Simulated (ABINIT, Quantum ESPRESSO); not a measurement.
An ABINIT input for a self-consistent single point of Mg₂Ge (Fm-3m, 3 atoms in the cell) (DFT, PBE, spin-orbit coupling, plane waves, PAW (JTH v2.0 PBE PAW)):

```
# Mg2Ge, JTH v2.0 PBE PAW
pp_dirpath "./"
pseudos "Mg.GGA_PBE-JTH.xml, Ge.GGA_PBE-JTH.xml"
acell 8.5584584114 8.5584584114 8.5584584114
rprim
        -0.0000000000    0.7071067812    0.7071067812
         0.7071067812    0.0000000000    0.7071067812
         0.7071067812    0.7071067812   -0.0000000000
natom 3
ntypat 2
znucl 12 32
typat 1 1 2
xcart
         9.0776159688    9.0776159688    9.0776159688
         3.0258719896    3.0258719896    3.0258719896
         0.0000000000    0.0000000000    0.0000000000
ecut 21
pawecutdg 42
nspinor 2
nspden 1
occopt 3
tsmear 0.136 eV
nband 52
kptopt 4
ngkpt 6 6 6
nshiftk 1
shiftk 0 0 0
nstep 50
toldfe 1.0e-09
prtwf 0
prtden 0
enunit 2
```

Q: Translate this input to Quantum ESPRESSO.

A: One input that does it (others would too):

```fortran
&CONTROL
    calculation = 'scf'
    prefix = 'run'
    outdir = './tmp'
    pseudo_dir = './'
    tprnfor = .true.
    tstress = .true.
/
&SYSTEM
    ibrav = 2
    celldm(1) = 12.103487958
    nat = 3
    ntyp = 2
    ecutwfc = 85
    occupations = 'smearing'
    smearing = 'fd'
    degauss = 0.0099958
    noncolin = .true.
    lspinorb = .true.
/
&ELECTRONS
    conv_thr = 1.0d-10
/
ATOMIC_SPECIES
Mg    24.3050  Mg.upf
Ge    72.6300  Ge.upf
ATOMIC_POSITIONS {angstrom}
Mg   -4.803667500    4.803667500    4.803667500
Mg   -1.601222500    1.601222500    1.601222500
Ge    0.000000000    0.000000000    0.000000000
K_POINTS {automatic}
6 6 6  0 0 0
```

Basis settings and potentials, where a program has them, do not carry over. This input uses DFT, PBE, spin-orbit coupling, plane waves, PseudoDojo fully relativistic norm-conserving (PBE) pseudopotentials.

The starting cell comes from a database of computed structures (which also holds hypothetical and non-ambient phases and stackings), without a prior relaxation at this level. Its lattice was rescaled by a random factor within 2.5 % of one.
